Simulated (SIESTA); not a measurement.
SIESTA run on AlNi (Cmm2, 2 atoms in the cell): self-consistent single point.

Computed with GGA PBEsol, numerical atomic orbitals DZP, PseudoDojo PBEsol standard norm-conserving potentials (rewritten from UPF to PSML) in SIESTA 5.4.2.

```xyz
2
Lattice="1.9329 -1.9473 0.0000 1.9329 1.9473 0.0000 0.0000 0.0000 3.0901" Properties=species:S:1:pos:R:3 pbc="T T T"
Al     0.0000     0.0000     0.0500
Ni     1.9329     0.0000     1.5451
```

Reference input (self-consistent single point, DFT, GGA PBEsol, numerical atomic orbitals DZP, PseudoDojo PBEsol standard norm-conserving potentials (rewritten from UPF to PSML)): XC.functional = GGA; XC.authors = PBEsol; potentials = PseudoDojo PBEsol standard; PAO.BasisSize = DZP; PAO.EnergyShift = 0.01 Ry; MeshCutoff = 350 Ry; kgrid.MonkhorstPack = 6 6 5; OccupationFunction = MP; OccupationMPOrder = 0; ElectronicTemperature = 0.1 eV; MaxSCFIterations = 150; SCF.Mixer.Method = Pulay. This run's input differs from it in these lines:

```diff
@@ -40,3 +40,6 @@
 SCF.Mixer.History            6
-SCF.DM.Tolerance             1.0E-05
+SCF.DM.Converge              false
+SCF.H.Converge               false
+SCF.FreeE.Converge           true
+SCF.FreeE.Tolerance          1.0E-12 eV
 Diag.ParallelOverK           true
```

Output, abridged:

```
        iscf     Eharris(eV)        E_KS(eV)     FreeEng(eV)     dDmax    Ef(eV) dHmax(eV)
   scf:    1    -4564.868481    -4607.952236    -4607.966316  1.677959 -2.262217 28.348024
   scf:    2    -4632.157963    -4623.355040    -4623.358842  0.448076 -4.032498  9.804157
   scf:    3    -4625.795503    -4625.208221    -4625.211854  0.168464 -4.537332  1.396526
   scf:    4    -4625.129706    -4625.208160    -4625.212771  0.051196 -4.656517  1.013211
   scf:    5    -4625.262224    -4625.247673    -4625.252400  0.031719 -4.587254  0.048964
   [... 141 lines left out ...]
   scf:  147    -4625.247981    -4625.247981    -4625.252624  0.000000 -4.590935  0.000000
   scf:  148    -4625.247981    -4625.247981    -4625.252624  0.000000 -4.590935  0.000000
   scf:  149    -4625.247981    -4625.247981    -4625.252624  0.000000 -4.590935  0.000000
   scf:  150    -4625.247981    -4625.247981    -4625.252624  0.000000 -4.590935  0.000000
SCF_NOT_CONV: SCF did not converge in maximum number of steps (required).
SCF_NOT_CONV: SCF did not converge in maximum number of steps (required).
Geom step, scf iteration, dDmax, dHmax:    0   150      0.000000     0.000000
Geom step, scf iteration, dDmax, dHmax:    0   150      0.000000     0.000000

ABNORMAL_TERMINATION
ABNORMAL_TERMINATION
Stopping Program from Node:    0
Stopping Program from Node:    0
```

The run ended unconverged after 150 iterations. 

The starting cell comes from a database of computed structures (which also holds hypothetical and non-ambient phases and stackings), without a prior relaxation at this level. Its lattice was rescaled by up to half a per cent. One atom was moved a little off its site on purpose. Values carry the incompleteness of an atom-centred basis.

Cost on one core of a shared machine: roughly 5 min.
